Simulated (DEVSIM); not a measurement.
Structure: Si n-p junction from an implanted or diffused profile, at 350 K.

```tsv
layer (left to right)	material	thickness (μm)	Na (cm⁻³)	τn (s)	τp (s)
1	Si	26.0	1.9e14	1.4e-7	1.4e-7
```

Added donor profile: 2.8e17 cm⁻³ × exp(−(x − 0.054 μm)²/(2·(0.026 μm)²)). Left contact: ohmic. Right contact: ohmic. Voltage is applied to the left contact. Recombination: SRH at mid-gap, radiative, Auger. Mobility is constant in doping.

This is a model device: material constants are rounded textbook-type values typed into the input, and sizes, dopings and lifetimes were drawn at random. Values at 300 K; Nc and Nv go as T^1.5, mobilities as T to minus their exponent, the gap by Varshni's rule with the affinity fixed.

```tsv
parameter	Si
gap (eV)	1.124
affinity (eV)	4.05
permittivity	11.7
Nc (cm⁻³)	2.86e19
Nv (cm⁻³)	3.1e19
μn (cm²/Vs)	1417
μp (cm²/Vs)	470
T exponent of μn	2.3
T exponent of μp	2.2
B (cm³/s)	4.7e-15
Cn (cm⁶/s)	2.8e-31
Cp (cm⁶/s)	9.9e-32
Varshni α (eV/K)	0.000473
Varshni β (K)	636
```

DEVSIM, 1D drift-diffusion, Boltzmann statistics, complete ionisation; no tunnelling, impact ionisation, image-force lowering or self-heating.

The peak of the profile was swept, all else fixed.

| peak of the profile (cm^-3) | potential step across the device at zero bias (V) | dark forward voltage at 1 A/cm² (V) |
|---|---|---|
| 2.8e16 | 0.459 | 0.462 |
| 5.6e16 | 0.481 | 0.453 |
| 1.4e17 | 0.509 | 0.447 |
| 2.8e17 | 0.530 | 0.444 |
| 5.6e17 | 0.551 | 0.443 |

From the first row to the last the potential step across the device at zero bias goes from 0.459 to 0.551. From the first row to the last the dark forward voltage at 1 A/cm² goes from 0.462 to 0.443.
